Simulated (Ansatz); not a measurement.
Start from LaBr3 (space group P6_3/m, No. 176).

LaBr₃ has the hexagonal space group P6₃/m (No. 176), Pearson symbol hP8. Cell: a = 7.925 Å, b = 7.925 Å, c = 4.450 Å, α = 90.00°, β = 90.00°, γ = 120.00°. La on 2c is coordinated by 9 Br at 3.063–3.135 Å. Br on 6h is surrounded by 3 La at 3.063–3.135 Å (trigonal pyramidal). (Neighbours: up to the widest gap in distance over summed covalent radii, below 1.35, at either atom; cation-cation and far metal-metal contacts left out.)

Levels (all Ansatz, a program for electronic structure, PAW): PBEsol (420 eV, spin-orbit coupling left out); r2SCAN (500 eV, spin-orbit coupling left out); HSE06 (420 eV, without spin-orbit coupling).

One geometry, relaxed with PBEsol, under each level:

```tsv
level	band gap	lowest conduction level above the VBM at special points	pressure
PBEsol	3.14 eV	Γ 3.14 eV; A 3.15 eV; L 3.20 eV; H 3.21 eV	0.00 GPa
r2SCAN	[?]	[?]	[?]
HSE06	4.64 eV	Γ 4.64 eV; A 5.63 eV; L 5.62 eV	–
```

Question: Give the withheld r2SCAN results.

Answer: 
- r2SCAN, band gap: 3.69 eV
- r2SCAN, lowest conduction level above the VBM at special points: Γ 3.69 eV; A 3.71 eV; L 3.76 eV; H 3.77 eV
- r2SCAN, pressure: 2.35 GPa

Single points use the geometry relaxed with PBEsol. Their cutoffs differ, which shifts pressures a little. Stability against distortions was not tested.
